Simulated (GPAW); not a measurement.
Band structure of CsBr (Pm-3m, 2 atoms in the cell).

```yaml
crystal:
  lattice:
    - [4.29000, 0.00000, 0.00000]
    - [0.00000, 4.29000, 0.00000]
    - [0.00000, 0.00000, 4.29000]
  atoms:
    - { symbol: Cs, position: [0.00000, 0.00000, 0.00000] }
    - { symbol: Br, position: [0.50000, 0.50000, 0.50000] }
```

Level of theory: PBE, GPAW PAW datasets PBE (gpaw-data 1.0.1) (plane waves; GPAW).

Settings: mode = pw; ecut = 600 eV; xc = PBE; kpts = 8 8 8; mesh shift (steps) = 0 0 0; occupations.name = fermi-dirac; occupations.width = 0.01 eV; nbands = -4; convergence.density = 1e-05 e/electron; convergence.energy = 1e-05 eV/electron; convergence.bands = -2; symmetry.symmorphic = false; symmetry.tolerance = 0.0005; maxiter = 120.

The starting cell has typed, rounded lattice constants, without a prior relaxation at this level.

Problem. Predict the gap along the standard path and the places of the band edges.

Solution. The gap along the path is 4.52 eV, direct at Γ to within 0.01 eV.

Levels in eV from the top of the valence band on the SCF mesh, bands 5 to 12:
```csv
point,5,6,7,8,9,10,11,12
Γ,-6.38,0.00,0.00,0.00,4.52,4.92,4.92,9.13
X,-6.27,-1.32,-0.21,-0.21,5.94,7.30,7.76,8.31
M,-6.21,-0.57,-0.57,0.00,5.27,5.51,7.24,7.24
R,-6.78,-1.17,-1.17,-1.17,8.32,8.32,8.32,9.17
```
